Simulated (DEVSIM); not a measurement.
System: abrupt Si n-p junction, at 300 K.

Layer 1 from the left is Si, thickness (μm) 0.100, Nd (cm⁻³) 6.1e18, τn (s) 1e-5, τp (s) 1e-5. Layer 2 from the left is Si, thickness (μm) 11.0, Na (cm⁻³) 5.3e15, τn (s) 1e-5, τp (s) 1e-5.

Left contact: ohmic. Right contact: ohmic. Voltage is applied to the left contact. Recombination: SRH at mid-gap, Auger. Mobility is μmin + (μ − μmin)/(1 + (N/Nref)^α).

Constants are typed, rounded textbook-type inputs, not results; the design itself was drawn at random and stands for no fabricated device. Values at 300 K.

Si: gap (eV) 1.124, affinity (eV) 4.05, permittivity 11.7, Nc (cm⁻³) 2.86e19, Nv (cm⁻³) 3.1e19, μn (cm²/Vs) 1417, μp (cm²/Vs) 470, μn,min 52, μp,min 45, Nref,n 9.7e16, Nref,p 2.2e17, αn 0.68, αp 0.72, Cn (cm⁶/s) 2.8e-31, Cp (cm⁶/s) 9.9e-32.

Problem. Estimate by hand the built-in potential, the peak field at zero bias, the capacitance at 6 V, and compare with a numerical solution.

Solution. 
- Built-in potential: ni = √(Nc Nv) exp(−Eg/2kT) = 1.08e10 cm⁻³ with Eg = 1.124 eV; Vbi = kT/q ln(Na Nd/ni²) = 0.860 V; numerical 0.860 V.
- Peak field at zero bias: depletion approximation: W = √(2εVbi/(qN)) = 0.458 μm with N = 5.30e15 cm⁻³; field = 2Vbi/W = 37500 V/cm; numerical 137000 V/cm (estimate below by 73 %).
- Capacitance at 6 V: C = √(qεN / 2(Vbi + |V|)) = 8.00 nF/cm²; numerical 8.05 nF/cm² (estimate below by 0.63 %).

Model (solved in DEVSIM): 1D drift-diffusion, Boltzmann statistics, complete ionisation; no tunnelling, impact ionisation, image-force lowering or self-heating.
